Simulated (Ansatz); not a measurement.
Here is the system:

```yaml
crystal:
  lattice:
    - [0.03839, 2.24526, 2.24526]
    - [2.24526, 0.03839, 2.24526]
    - [2.28365, 2.28365, 0.00000]
  atoms:
    - { symbol: B, position: [0.00157, 0.00157, 0.99843] }
    - { symbol: P, position: [0.24843, 0.24843, 0.25157] }
```

No spin polarisation.

Level of theory: LDA, PAW, 420 eV (Ansatz, an electronic-structure program; no spin-orbit coupling). Settings: 13×13×13 k-points, 0.05 eV Fermi–Dirac smearing.

Question: Predict the pressure and gap character.

Answer: 
* **Pressure (mean of the normal stresses, compression positive)**: 0.13 GPa
* **Gap character**: indirect, Γ → X

The cells carry an imposed strain or load. No phonon test of stability was made. The cell was made from BP in the zinc blende structure (space group F-43m, No. 216) by this change: tensor shear ε_xy = +1.71 %.
